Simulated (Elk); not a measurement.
Worked example: self-consistent single point of Tc3Pd (P-6m2, 4 atoms in the cell) in Elk.

Method of the run: PBEsol, all-electron FP-LAPW, Elk's shipped species files, LAPW+lo basis (Elk 10.2.4).

The change in words: lattice scaled by 0.98. Reference geometry:
```
CELL_PARAMETERS angstrom
      2.68894     0.00000     0.00000
     -1.34447     2.32869     0.00000
      0.00000     0.00000     8.75923
ATOMIC_POSITIONS crystal
  Tc 0.00000 0.00000 0.00000
  Tc 0.33333 0.66667 0.75574
  Tc 0.33333 0.66667 0.24426
  Pd 0.00000 0.00000 0.50000
```

Reference input (self-consistent single point, DFT, PBEsol, all-electron FP-LAPW, Elk's shipped species files, LAPW+lo basis): xctype = 22; rgkmax = 7.5; stype = 0; swidth = 0.00499791 Ha; ngridk = 14 14 4; gmaxvr = 16 1/bohr; nxoapwlo = 1; maxscl = 100. This run's input differs from it in these lines:

```diff
@@ -25,5 +25,5 @@
 avec
-    5.0813597845    0.0000000884    0.0000000000
-   -2.5406799688    4.4005866149    0.0000000000
-    0.0000000000    0.0000000000   16.5525495421
+    4.9797321816    0.0000005659    0.0000000000
+   -2.4898665809    4.3125742904    0.0000000000
+    0.0000000000    0.0000000000   16.2214978709
```

Output (repeated stretches shortened):

```
│ Self-consistent loop started │
│ Loop number : 1 │
 total energy                :     -17882.7041823
│ Loop number : 2 │
 total energy                :     -17883.9096353
RMS change in Kohn-Sham potential (target) :    1.315030193     (  0.1000000000E-05)
Absolute change in total energy (target)   :    1.205452990     (  0.1000000000E-03)
│ Loop number : 3 │
 total energy                :     -17903.4609222
RMS change in Kohn-Sham potential (target) :   0.8096427251     (  0.1000000000E-05)
Absolute change in total energy (target)   :    19.85265021     (  0.1000000000E-03)
│ Loop number : 4 │
   [... lines left out ...]
Absolute change in total energy (target)   :   0.2725153427E-03 (  0.1000000000E-03)
│ Loop number : 18 │
 total energy                :     -17898.0999515
RMS change in Kohn-Sham potential (target) :   0.7144255698E-06 (  0.1000000000E-05)
Absolute change in total energy (target)   :   0.1160704051E-03 (  0.1000000000E-03)
│ Loop number : 19 │
 total energy                :     -17898.0999824
RMS change in Kohn-Sham potential (target) :   0.1933415872E-06 (  0.1000000000E-05)
Absolute change in total energy (target)   :   0.1879201591E-05 (  0.1000000000E-03)
Convergence targets achieved

│ Loop number : 20 │

Energies :
 Fermi                       :     0.537513012783
 total energy                :     -17898.0999964

Density of states at Fermi energy :    108.1454100
 (states/Hartree/unit cell)

Estimated indirect band gap :   0.7851579957E-03
 from k-point     10 to k-point    119
Estimated direct band gap   :   0.2368232301E-02
 at k-point     96

Charges :
 core                        :    112.0000000
 valence                     :    63.00000000
 interstitial                :    5.257732065
 muffin-tins (core leakage)
  species :    1 (Tc)
   atom    1                 :    41.62977750     (  0.4639046800E-06)
   atom    2                 :    41.51596621     (  0.4601188124E-06)
   atom    3                 :    41.51596621     (  0.4601188124E-06)
  species :    2 (Pd)
   atom    1                 :    45.08055802     (  0.1431794416E-07)
 total in muffin-tins        :    169.7422679
 total calculated charge     :    175.0148473
 total charge                :    175.0000000
 error                       :   0.1484734230E-01

│ Self-consistent loop stopped │
```

The run converged in 20 iterations. The count includes the last loop, which Elk runs after its targets are met. 

The starting cell comes from a database of computed structures (which also holds hypothetical and non-ambient phases and stackings), without a prior relaxation at this level. Its lattice was rescaled by a random factor within 2.5 % of one. For this run, on top of that: lattice scaled by 0.98. Spin polarisation is off. Values depend on the basis (sphere radii, cutoffs, local orbitals), which need not be converged. The log's line on a gap gives a spacing of levels on this mesh, which the program prints for metals too.

Cost on one core of a shared machine: roughly 4 min.
